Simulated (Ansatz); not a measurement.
An Ansatz (a quantum-chemistry and plane-wave program) input (PBE, PAW, 420 eV (Ansatz; no SOC)):

Ansatz 0.2 input:
```yaml
crystal:
  lattice:
    - [4.9144670016, 0, 0]
    - [0, 4.9144670016, 0]
    - [0, 0, 3.2964180598]
  atoms:
    - { symbol: Sn, position: [0, 0, 0] }
    - { symbol: Sn, position: [0.5, 0.5, 0.5] }
    - { symbol: O, position: [0.3065802108, 0.3065802108, 0] }
    - { symbol: O, position: [0.8065802108, 0.1934197892, 0.5] }
    - { symbol: O, position: [0.1934197892, 0.8065802108, 0.5] }
    - { symbol: O, position: [0.6934197892, 0.6934197892, 0] }
basis: { ecutwfc: 420, ecutrho_ratio: 4, xc_grid: 2, fft_grid_basis: typed }
kpoints: { mp_grid: { grid: [7, 7, 10] } }
hamiltonian:
  xc: pbe
  dispersion: none
  pseudopotentials: { kind: paw }
scf: { occupations: { method: fermi_dirac, width: 0.05 }, convergence: { dr2_threshold: 0.0000000006 } }
relax: { f_tol: 0.005, max_steps: 50 }
output: { forces: true, stress: true }
checkpoint: { write: state.ck, write_every: 1000 }
```

Task: Which symmetry and how many k-points will the program report, and about how many plane waves at Γ?

Result: Space group P42/mnm (ITA 136) with 16 operations, k-points 60 of 490, and 1567 plane waves at Γ.

Task: And the final pressure?

Result: -8.20 GPa (compression positive).

The cells carry an imposed strain or load. Stability against distortions was not tested. The cell was made from SnO$_{2}$ in the rutile structure (space group P4_2/mnm, No. 136) by this change: isotropic strain +1.80 %.
